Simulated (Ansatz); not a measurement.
Base system: Rb3InCl6 (space group Fm-3m, No. 225; a = 11.128 Å; a cell from a computed database, its experimental status unchecked). Axes: x, y, z lie along the cube axes.

Computed with r2SCAN, PAW, 500 eV (Ansatz, a program for electronic structure; without spin-orbit coupling).

Before the change:

```
Property                             Value
-----------------------------  -----------
Shortest interatomic distance      2.514 Å
Pressure                         -0.01 GPa
Band gap                           4.43 eV
Gap character                  direct at Γ
```

Now apply this change: the symmetric strain tensor [-0.0051 0.0054 0.0058; 0.0054 0.0033 0.0080; 0.0058 0.0080 -0.0184]; the atoms relax in the strained cell.

Task: Predict the new shortest interatomic distance.

Result: The shortest interatomic distance increases by 0.013 Å to 2.527 Å.

Task: Predict the new pressure.

Result: The pressure (mean of the normal stresses, compression positive) drops by 0.10 GPa, from -0.01 GPa to -0.11 GPa.

Task: What happens to the band gap?

Result: The band gap falls by 0.07 eV (4.43 eV → 4.36 eV).

Task: What happens to the gap character?

Result: The gap character becomes indirect, Z → Γ (base: direct at Γ).

Whether these cells are dynamically stable was not tested. Under strain tensor (xx, yy, zz, yz, xz, xy) = (−0.51, +0.33, −1.84, +0.81, +0.58, +0.54) % the cell ends below the base's energy or with stress of the wrong sign: the atoms slid into a distortion or the cell is elastically unstable, so the base is not a stable minimum at this level. Labels are those of the standard path for the cell's own space group.
